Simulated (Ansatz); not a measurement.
# Effective masses and thermopower of CdSe under load (space group Imm2)

```xyz
2
Lattice="0.0715 3.1477 2.9429 3.1477 0.0715 2.9429 3.2192 3.2192 0.0000" Properties=species:S:1:pos:R:3 pbc="T T T"
Cd     0.0000     0.0000    -0.0292
Se     4.8289     4.8289     4.4435
```

Computed with r2SCAN with spin-orbit coupling, rigid bands (plane waves, PAW; Ansatz, a first-principles code). Condition of this run: uniaxial stress along [110] of -2 GPa (compression positive) (the target of the relaxation). How the cell was made: cell and atoms relaxed with r2SCAN, then loaded as said.

```json
{
  "band_gap": "0.81 eV",
  "electron conductivity mass (300 K, dilute)": "0.104 (x), 0.104 (y), 0.097 (z) mₑ",
  "hole conductivity mass (300 K, dilute)": "0.73 (x), 0.73 (y), 0.41 (z) mₑ",
  "effective density of states N_c (300 K)": "7.5e17 cm⁻³",
  "effective density of states N_v (300 K)": "9.5e18 cm⁻³",
  "density_of_states_mass_electrons": "0.097 mₑ",
  "density_of_states_mass_holes": "0.52 mₑ",
  "Seebeck coefficient, n-type 1e19 cm⁻³, 300 K": "-65 μV/K",
  "best n-type power factor at 300 K for τ = 10 fs (best axis; densities from 1e16 to 1e21 cm⁻³ tried, whether or not they can be reached)": "1.21 μW/(cm·K²) at 3e18 cm⁻³",
  "Seebeck coefficient, p-type 1e19 cm⁻³, 300 K": "250 μV/K"
}
```

Rigid bands; masses and Seebeck coefficients take one relaxation time τ for all states and one kind of carrier; polarons and phonon drag are left out.
